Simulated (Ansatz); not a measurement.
**IrO2: pressure series**

Consider IrO2 in the rutile structure (space group P4_2/mnm, No. 136; a = 4.529 Å, c = 3.180 Å).

Cell and atoms are relaxed at each pressure.

All numbers come from Ansatz (a program for electronic structure), PBE, PAW, cutoff 420 eV, no SOC.

| P (GPa) | V (Å³/atom) |
|---|---|
| -2.00 | 10.957 |
| -1.00 | 10.914 |
| 0.28 | 10.860 |
| 0.70 | 10.843 |
| 1.50 | 10.811 |
| 3.00 | 10.752 |
| 5.00 | 10.675 |
| 7.50 | 10.584 |
| 10.00 | 10.497 |

Fit a third-order Birch–Murnaghan equation of state.

Least squares on P(V) = (3B₀/2)[(V₀/V)^(7/3) − (V₀/V)^(5/3)]·[1 + (3/4)(B₀′ − 4)((V₀/V)^(2/3) − 1)] gives V₀ = 10.87 Å³/atom, B₀ = 262 GPa and B₀′ = 4.7.

Load acts through the strain it causes; cell and atoms are relaxed under it. Whether these cells are dynamically stable was not tested. Competing high-pressure phases were not computed. No Hubbard U is applied, and correlation can decide whether such a compound is a metal. The final runs are not spin-polarised.
